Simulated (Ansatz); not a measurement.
We look at the formation energy of Nb_Cu in Cu (fcc, Fm-3m). Reaction: 63 Cu (fcc) + Nb (bcc) → cell A.

Cell A: a supercell of 64 sites of Cu (fcc, Fm-3m) with Nb on a Cu site (12 Cu at 2.62 Å); spin state with PBE: run without spin, k-point mesh 5×5×5.
```
CELL_PARAMETERS angstrom
     10.26676     0.00000     0.00000
      5.13338     8.89128     0.00000
      5.13338     2.96376     8.38278
ATOMIC_POSITIONS crystal
  Cu 0.00000 0.00000 0.00000
  Cu 0.00000 0.00000 0.24970
  Cu 0.00000 0.00000 0.50000
  Cu 0.00000 0.00000 0.75030
  Cu 0.00000 0.24970 0.00000
  Cu 0.00152 0.24924 0.24924
  Cu 0.00152 0.24924 0.50001
  Cu 0.00000 0.24970 0.75030
  Cu 0.00000 0.50000 0.00000
  Cu 0.00152 0.50001 0.24924
  Cu 0.00000 0.50000 0.50000
  Cu 0.99848 0.49999 0.75076
  Cu 0.00000 0.75030 0.00000
  Cu 0.00000 0.75030 0.24970
  Cu 0.99848 0.75076 0.49999
  Cu 0.99848 0.75076 0.75076
  Cu 0.24970 0.00000 0.00000
  Cu 0.24924 0.00152 0.24924
  Cu 0.24924 0.00152 0.50001
  Cu 0.24970 0.00000 0.75030
  Cu 0.24924 0.24924 0.00152
  Cu 0.25000 0.25000 0.25000
  Cu 0.24924 0.24924 0.50001
  Cu 0.25025 0.25025 0.74975
  Cu 0.24924 0.50001 0.00152
  Cu 0.24924 0.50001 0.24924
  Cu 0.24502 0.50000 0.50000
  Cu 0.24502 0.50000 0.75498
  Cu 0.24970 0.75030 0.00000
  Cu 0.25025 0.74975 0.25025
  Cu 0.24502 0.75498 0.50000
  Cu 0.25025 0.74975 0.74975
  Cu 0.50000 0.00000 0.00000
  Cu 0.50001 0.00152 0.24924
  Cu 0.50000 0.00000 0.50000
  Cu 0.49999 0.99848 0.75076
  Cu 0.50001 0.24924 0.00152
  Cu 0.50001 0.24924 0.24924
  Cu 0.50000 0.24502 0.50000
  Cu 0.50000 0.24502 0.75498
  Cu 0.50000 0.50000 0.00000
  Cu 0.50000 0.50000 0.24502
  Nb 0.50000 0.50000 0.50000
  Cu 0.50000 0.50000 0.75498
  Cu 0.49999 0.75076 0.99848
  Cu 0.50000 0.75498 0.24502
  Cu 0.50000 0.75498 0.50000
  Cu 0.49999 0.75076 0.75076
  Cu 0.75030 0.00000 0.00000
  Cu 0.75030 0.00000 0.24970
  Cu 0.75076 0.99848 0.49999
  Cu 0.75076 0.99848 0.75076
  Cu 0.75030 0.24970 0.00000
  Cu 0.74975 0.25025 0.25025
  Cu 0.75498 0.24502 0.50000
  Cu 0.74975 0.25025 0.74975
  Cu 0.75076 0.49999 0.99848
  Cu 0.75498 0.50000 0.24502
  Cu 0.75498 0.50000 0.50000
  Cu 0.75076 0.49999 0.75076
  Cu 0.75076 0.75076 0.99848
  Cu 0.74975 0.74975 0.25025
  Cu 0.75076 0.75076 0.49999
  Cu 0.75000 0.75000 0.75000
```

Reference: Cu (fcc, Fm-3m), 64 atoms in the cell, the relaxed perfect crystal repeated, atoms not moved again; spin state with PBE: run without spin, k-point mesh 5×5×5 on the run's own vectors.

Reference: Nb (bcc, Im-3m), 1 atom in the cell; spin state with PBE: run without spin, k-point mesh 26×26×26 on the run's own vectors. Conventional cell: a = b = c = 3.312 Å, α = β = γ = 90.00°.

Plane-wave PAW calculations with Ansatz (a first-principles code), its default PAW set, cutoff 420 eV. The structures are at rest with PBE, within the held lattices. Neutral cells; Fermi-Dirac smearing of at most 0.10 eV in the solids, energies taken to zero width. Larger cells are relaxed from a start prepared with the learned potential CHGNet, on a coarser mesh till forces fall under 0.03 eV/Å, which some starts already meet. A dispersion term (D3(BJ), or D4 for r2SCAN) was computed beside these levels and is taken off wherever the name lacks it. Space groups of crystals are read within 0.01 Å. Nuclei at rest; no vibrational terms. Cells are local rest points, mostly with their start's symmetry. No correction for cell size. Mesh and cell size may move defect energies by 0.1 eV or more. Cell A has symmetry Fm-3m within 0.02 Å and got no random move, so less symmetric positions, which may lie lower, weren't tried.

Q: Predict the value from PBE.

A: 1.33 eV, for 63 Cu (fcc) + Nb (bcc) → cell A.
